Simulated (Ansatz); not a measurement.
CsCl-type CsCl was calculated with PBE in Ansatz (PAW).

Total energies, extrapolated to zero smearing (they compare only within this program, potentials and cutoff; free atoms with spin allowed, lowest state found):

```csv
system,energy (eV/atom)
"CsCl-type CsCl, relaxed",-3377.0671
free Cs atom,-5670.0507
free Cl atom,-1078.0161
```

Question: Work out the cohesive energy per atom.

Answer: E_coh = [1 × (-5670.0507) + 1 × (-1078.0161)]/2 − (-3377.0671) = 3.03 eV/atom. The reference value is 3.33 ± 0.03 eV/atom (derived here from tabulated measurements, copied from a table, unchecked, brought to a static lattice with a Debye model, atoms in their spin–orbit ground levels; inputs from the CRC Handbook), a difference of -0.30 eV/atom.

The PAW data were made under PBE.

Ansatz is a quantum-chemistry and plane-wave program.
